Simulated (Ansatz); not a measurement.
Start from GaP in the zinc blende structure (space group F-43m, No. 216; a = 5.439 Å).

Computed with Ansatz (a quantum-chemistry and plane-wave program), PBEsol, PAW, cutoff 420 eV, scalar-relativistic without spin-orbit coupling.

Strains are applied to the cell and any free atomic positions relax.

One change was made to it. Results:

The energy grows by 18 meV/atom; the width of the top valence band drops by 0.28 eV to 3.23 eV; the band gap falls by 0.136 eV to 1.32 eV.

Problem. Which of these changes matches the shifts?
A. isotropic strain +2.00 %
B. isotropic strain −2.00 %
C. isotropic strain +1.00 %
D. isotropic strain +0.50 %
E. isotropic strain +3.00 %

Solution. A, isotropic strain +2.00 %. For comparison, the energy relative to the base in the other runs: isotropic strain +0.50 % gives +1.2 meV/atom; isotropic strain +1.00 % gives +4.6 meV/atom; isotropic strain +3.00 % gives +39 meV/atom; isotropic strain −2.00 % gives +21 meV/atom.

Stability against distortions was not tested.
